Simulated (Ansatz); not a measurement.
Base system: BN in the zinc blende structure (space group F-43m, No. 216; a = 3.6051 Å).

It is then changed as follows: every B is replaced by Al, then cell and atoms are relaxed.

Levels (all Ansatz, a program for electronic structure, PAW, earlier PAW set): PBEsol (420 eV, no SOC); HSE06+SOC (420 eV, spin-orbit coupling included).

The geometry is relaxed with PBEsol.

| Item | Value |
|---|---|
| PBEsol lowest conduction level above the VBM at special points | X 3.19 eV; Γ 4.06 eV; U 5.04 eV |

Problem. Predict the lowest conduction level above the VBM at special points and valence-band top at Γ from HSE06+SOC.

Solution. The lowest conduction level above the VBM at special points goes from X 3.19 eV; Γ 4.06 eV; U 5.04 eV to X 4.54 eV; Γ 5.49 eV; U 6.48 eV; the valence-band top at Γ (three highest Kramers pairs, from the VBM) comes out as 0.00, 0.00, -0.02 eV.

Single points use the geometry relaxed with PBEsol. The hybrid gap comes from the SCF mesh plus the semilocal run's edge points and a few special points and is an upper bound. Differences between runs with and without spin-orbit coupling are approximate. The levels and masses belong to the bands next to the band gap. Stability against distortions was not tested. This is not the structure that AlN has at room temperature and ambient pressure.
